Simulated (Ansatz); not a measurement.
Start from IrO$_{2}$ in the rutile structure (space group P4_2/mnm, No. 136; a = 4.529 Å, c = 3.180 Å).

Calculations: PBE (Ansatz, an electronic-structure program, PAW, no spin-orbit coupling), earlier PAW set.

Base values:

The pressure comes out as 0.0 GPa and the band gap is zero.

Modification: every lattice vector is stretched by 1.02 %, atoms relaxed at fixed cell.

Task: Estimate the effect on the energy relative to the base, pressure and band gap.

Result: The energy rises by 8.4 meV/atom; the pressure (mean of the normal stresses, compression positive) goes from zero to -7.8 GPa; the band gap is still zero.

The cells carry an imposed strain or load. No phonon test of stability was made. No Hubbard U is applied, and correlation can decide whether such a compound is a metal. All final runs are without spin polarisation.
